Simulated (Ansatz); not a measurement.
Effect of biaxial strain +1.50 %, plane normal [001], relaxed out of plane on Zr

The parent structure is Zr in the hcp (Mg type) structure (space group P6_3/mmc, No. 194; a = 3.144 Å, c = 5.093 Å; relaxed with 0.1 eV smearing). Axes: x lies along a and z along c of the hexagonal cell.

One thing is altered: biaxial strain +1.50 %, plane normal [001], relaxed out of plane (Cartesian); in-plane vectors clamped, the third vector and the atoms free.

Method: Ansatz (a program for electronic structure) LDA, no SOC. k-mesh 21×21×12 (Γ-centred); smearing 0.1 eV (Fermi–Dirac).

```csv
quantity,base,changed,shift
volume per atom,21.80 Å³,22.16 Å³,+0.36 Å³
space group,P6_3/mmc (No. 194),P6_3/mmc (No. 194),–
shortest interatomic distance,3.127 Å,3.116 Å,-0.011 Å
"pressure (mean of the normal stresses, compression positive)",0.0 GPa,-1.5 GPa,-1.5 GPa
band gap,zero,zero,–
out-of-plane strain,–,-1.31 %,–
```

No phonon test of stability was made. The final runs are not spin-polarised.
